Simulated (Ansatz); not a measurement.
Data:

End structure of a constructed model of the (0001) surface of hcp Ti, a pseudomorphic layer of In in the host's stacking (bottom of the slab: a bare face, its two planes held):

```yaml
crystal:
  lattice:
    - [2.93864, 0.00000, 0.00000]
    - [-1.46932, 2.54493, 0.00000]
    - [0.00000, 0.00000, 30.50000]
  atoms:
    - { symbol: Ti, position: [0.66667, 0.33333, 0.26605] }
    - { symbol: Ti, position: [0.33333, 0.66667, 0.34230] }
    - { symbol: Ti, position: [0.66667, 0.33333, 0.41950] }
    - { symbol: Ti, position: [0.33333, 0.66667, 0.49550] }
    - { symbol: Ti, position: [0.66667, 0.33333, 0.57312] }
    - { symbol: Ti, position: [0.33333, 0.66667, 0.64661] }
    - { symbol: In, position: [0.66667, 0.33333, 0.73144] }
```

Slab: 7 atoms, 14.3 Å thick at the start; k 15x15x1, smearing 0.1 eV, dipole-corrected; single point; on the structure that PBE left under its start's symmetry; no spin, no spin-orbit, no U. It is one candidate, not shown to be the stable structure of the face.

Problem. What is the computed work function of the top face (Ansatz (a first-principles code) with r2SCAN, at the PBE geometry)?

Solution. 4.13 eV
